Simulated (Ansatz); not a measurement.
These are PBE (plane waves to 420 eV, PAW; Ansatz, an electronic-structure program) values and carry that method's errors.

Planar average of the electrostatic potential across the slab, in eV from the Fermi level, for W on the 1x1 (111) surface of fcc Ag, one in a 2x2 cell, started at the site 'bridge Ag-Ag (span 2.9 Å)':

(z (Å), V (eV)): (5.30, 4.42); (5.59, 4.42); (5.89, 4.41); (6.18, 4.41); (6.48, 4.40); (6.77, 4.39); (7.07, 4.36); (7.36, 4.30); (7.66, 4.18); (7.95, 3.92); (8.24, 3.36); (8.54, 2.14); (8.83, -1.02); (9.13, -6.24); (9.42, -10.56); (9.72, -11.98); (10.01, -9.96); (10.31, -5.35); (10.60, -0.62); (10.89, 0.95); (11.19, -1.09); (11.48, -5.99); (11.78, -10.42); (12.07, -12.10); (12.37, -10.35); (12.66, -5.86); (12.96, -0.97); (13.25, 0.95); (13.54, -0.86); (13.84, -5.69); (14.13, -10.21); (14.43, -12.04); (14.72, -10.44); (15.02, -6.05); (15.31, -1.11); (15.61, 1.04); (15.90, -0.35); (16.19, -4.89); (16.49, -9.58); (16.78, -11.87); (17.08, -10.79); (17.37, -6.78); (17.67, -1.87); (17.96, 0.74); (18.26, 0.25); (18.55, -1.28); (18.84, -2.26); (19.14, -2.01); (19.43, -0.57); (19.73, 1.30); (20.02, 2.54); (20.32, 3.12); (20.61, 3.41); (20.91, 3.57); (21.20, 3.65); (21.49, 3.69); (21.79, 3.71); (22.08, 3.72); (22.38, 3.72); (22.67, 3.73); (22.97, 3.73); (23.26, 3.73)

Slab: 17 atoms, 7.1 Å thick at the start under the adsorbate (thin: gaps and levels are the slab's own); k 6x6x1, smearing 0.1 eV, dipole-corrected; 8 atoms held, the rest relaxed; held to the start's symmetry, so lower structures may exist; spin-polarised, no spin-orbit, no U, no dispersion correction. At the end it is bonded to 3 Ag. In PBE it is, or lies within 0.03 eV of, the lowest of the starts that converged.

Task: The surface cell has an area of 29.81 Å². What dipole along the normal does the step between the two vacuum levels imply?

Result: the top vacuum level lies 0.69 eV below the bottom one; p = −ε₀ A ΔV (ε₀ = 0.005526 e/(V·Å)) gives 0.11 e·Å a cell.
